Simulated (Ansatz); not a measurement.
# Hypothetical Pm-3n BN, response to strain

Consider BN (space group Pm-3n, No. 223; a hypothetical phase, not in the database extracts checked).

```
CELL_PARAMETERS angstrom
      4.44018     0.00000     0.00000
      0.00000     4.44018     0.00000
      0.00000     0.00000     4.44018
ATOMIC_POSITIONS crystal
  B  0.25000 0.00000 0.50000
  B  0.50000 0.25000 0.00000
  B  0.50000 0.75000 0.00000
  B  0.75000 0.00000 0.50000
  B  0.00000 0.50000 0.75000
  B  0.00000 0.50000 0.25000
  N  0.25000 0.50000 0.00000
  N  0.00000 0.25000 0.50000
  N  0.00000 0.75000 0.50000
  N  0.75000 0.50000 0.00000
  N  0.50000 0.00000 0.75000
  N  0.50000 0.00000 0.25000
```

Cartesian axes are those of the cell as printed.

Strains are applied to the cell and any free atomic positions relax; under biaxial strain the out-of-plane vector relaxes too; under stress the whole cell relaxes.

Method: DFT with PBE, PAW potentials and a 420 eV plane-wave cutoff in Ansatz (an electronic-structure program), scalar-relativistic without spin-orbit coupling.

Notes on the quantities. energy relative to the base: free energy F.

```json
[
 {"case": "base", "band gap": "4.55 eV", "smallest direct gap": "4.98 eV", "electron mass": "0.64 mₑ along k, 0.53 mₑ across (off the special points)", "energy relative to the base": "0 meV/atom", "space group": "Pm-3n (No. 223)"},
 {"case": "biaxial strain −3.61 %, plane normal [001], relaxed out of plane", "band gap": "4.18 eV", "smallest direct gap": "4.58 eV", "electron mass": "0.67 mₑ along k, 0.56 mₑ across (off the special points)", "energy relative to the base": "+49 meV/atom", "space group": "P4_2/mmc (No. 131)"},
 {"case": "isotropic strain −1.56 %", "band gap": "[?]", "smallest direct gap": "[?]", "electron mass": "0.64 mₑ along k, 0.53 mₑ across (off the special points)", "energy relative to the base": "+15 meV/atom", "space group": "Pm-3n (No. 223)"},
 {"case": "uniaxial strain ε_zz = −2.66 %", "band gap": "4.13 eV", "smallest direct gap": "4.62 eV", "electron mass": "0.63 mₑ along k, 0.56 mₑ across (off the special points)", "energy relative to the base": "[?]", "space group": "P4_2/mmc (No. 131)"},
 {"case": "uniaxial stress, 0.5 GPa tension along z", "band gap": "4.55 eV", "smallest direct gap": "4.97 eV", "electron mass": "0.65 mₑ along k, 0.54 mₑ across (off the special points)", "energy relative to the base": "0.0 meV/atom", "space group": "P4_2/mmc (No. 131)"}
]
```

Problem. Complete the table.

Solution. 
- isotropic strain −1.56 %, band gap: 4.58 eV
- isotropic strain −1.56 %, smallest direct gap: 5.02 eV
- uniaxial strain ε_zz = −2.66 %, energy relative to the base: +12 meV/atom

Masses are band curvatures over ±0.01 Å⁻¹ around the edge. Along k means along the line from Γ to the band edge. Beyond what the load breaks, stability against distortions was not tested. Labels are those of the standard path for the cell's own space group.
